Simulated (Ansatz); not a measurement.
**Co2Si: biaxial strain +1.81 %, plane normal [001], relaxed out of plane**

Take Co2Si (space group Pnma, No. 62; a = 4.8833 Å, b = 3.7111 Å, c = 7.0417 Å; ferromagnetic) as the base. Axes: x, y, z lie along a, b, c of the conventional cell.

It is then changed as follows: biaxial strain +1.81 %, plane normal [001], relaxed out of plane (Cartesian); in-plane vectors clamped, the third vector and the atoms free.

All numbers come from plane-wave PAW DFT at the PBE level (Ansatz, an electronic-structure program, 420 eV), spin-orbit coupling left out. Γ-centred 10×8×6 mesh, Fermi–Dirac width 0.05 eV, for the changed cell.

| quantity | base | changed | shift |
|---|---|---|---|
| space group | Pnma (No. 62) | Pnma (No. 62) | – |
| shortest interatomic distance | 2.291 Å | 2.302 Å | +0.011 Å |
| pressure (mean of the normal stresses, compression positive) | 0.0 GPa | -3.8 GPa | -3.8 GPa |
| band gap | zero | zero | – |
| magnetic state | ferromagnetic | ferromagnetic | – |
| largest site moment | 0.43 μB | 0.57 μB | +0.145 μB |
| out-of-plane strain (rough) | – | -1.44 % | – |
| mean in-plane stress (compression positive) (rough) | – | -5.7 GPa | – |

The magnetic state is the one reached from the starting moments; the real material's order can differ, and small cells can't hold many antiferromagnetic ones. Without a gap, meshes like the base's 8×10×6 leave anisotropic stresses uncertain by several tenths of a GPa, and small strain energies with them. No phonon test of stability was made.
